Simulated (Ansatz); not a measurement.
## Effect of strain tensor (xx, yy, zz, yz, xz, xy) = (+2.14, +2.23, −0.81, −0.78, +1.36, −1.58) % on Zr

Consider Zr in the hcp (Mg type) structure (space group P6_3/mmc, No. 194; a = 3.2444 Å, c = 5.1584 Å; relaxed with 0.1 eV smearing). Axes: x lies along a and z along c of the hexagonal cell.

Modification: the symmetric strain tensor [0.0214 -0.0158 0.0135; -0.0158 0.0223 -0.0078; 0.0135 -0.0078 -0.0081], atoms relaxed at fixed cell.

Computed with Kohn–Sham DFT with the r2SCAN functional, run in Ansatz (an electronic-structure program) with PAW and 500 eV plane waves, scalar-relativistic without spin-orbit coupling, earlier PAW set. Γ-centred 20×20×11 mesh, Fermi–Dirac width 0.1 eV.

| quantity | base | changed | shift |
|---|---|---|---|
| volume per atom | 23.51 Å³ | 24.34 Å³ | +0.83 Å³ |
| space group | P6_3/mmc (No. 194) | P-1 (No. 2) | – |
| energy relative to the base (free energy F) | 0 meV/atom | +17 meV/atom | +17 meV/atom |
| pressure (mean of the normal stresses, compression positive) | 0.0 GPa | -3.0 GPa | -3.0 GPa |
| band gap | zero | zero | – |
| largest internal atomic displacement | – | 0.028 Å | – |
| stress (xx, yy, zz, yz, xz, xy; compression positive) | – | (-3.9, -3.9, -1.3, 0.4, -0.9, 0.9) GPa | – |

Cost of the whole job for the changed cell (relaxation, final SCF and bands): about 8 core-minutes (a rough figure).

Whether these cells are dynamically stable was not tested. All final runs are without spin polarisation.
